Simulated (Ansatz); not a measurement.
**Tm in the hcp (Mg type) structure (space group P6_3/mmc, No. 194; ferromagnetic)**

```xyz
2
Lattice="3.6680 0.0000 0.0000 -1.8340 3.1766 0.0000 0.0000 0.0000 5.9692" Properties=species:S:1:pos:R:3 pbc="T T T"
Tm     0.0000     2.1177     4.4769
Tm     1.8340     1.0589     1.4923
```

Level of theory: PBE (Ansatz, a program for electronic structure), no SOC. Settings: 15×15×8 k-points, 0.05 eV Fermi–Dirac smearing.

```yaml
volume_per_atom: 34.78 Å³
density: 8.07 g/cm³
magnetic_state: ferromagnetic
total_energy: -12911.538 eV/atom (σ→0; compares only within this code and set-up)
```

The magnetic state is the one reached from the starting moments; the real material's order can differ, and small cells can't hold many antiferromagnetic ones. The 4f electrons are in the valence with no U and their state was not checked, so volumes and moments can be off. No phonon test of stability was made.
